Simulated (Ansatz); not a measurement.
**A constructed model of the (111) surface of germanium, (√3x√3)R30° Sb adatom at H3 (bottom of the slab: 3 H on 3 bottom sites)**

Computed with PBE (plane waves to 420 eV, PAW; Ansatz, an electronic-structure program).

Slab: 28 atoms, 13.7 Å thick at the start with caps and adatoms (thin: gaps and levels are the slab's own); k 5x5x1, smearing 0.025 eV, dipole-corrected; 6 atoms held, the rest relaxed; symmetry of the start imposed; no spin (no spin-polarised run to compare, though such a face may carry moments), no spin-orbit, no U. The slab shows no gap on its mesh. It is one candidate, not shown to be the stable structure of the face.

```
Property                                         Value
-----------------------------  -----------------------
work function of the top face                  4.33 eV
energy released by relaxation                  0.82 eV
cost                           roughly 30 core-minutes
```
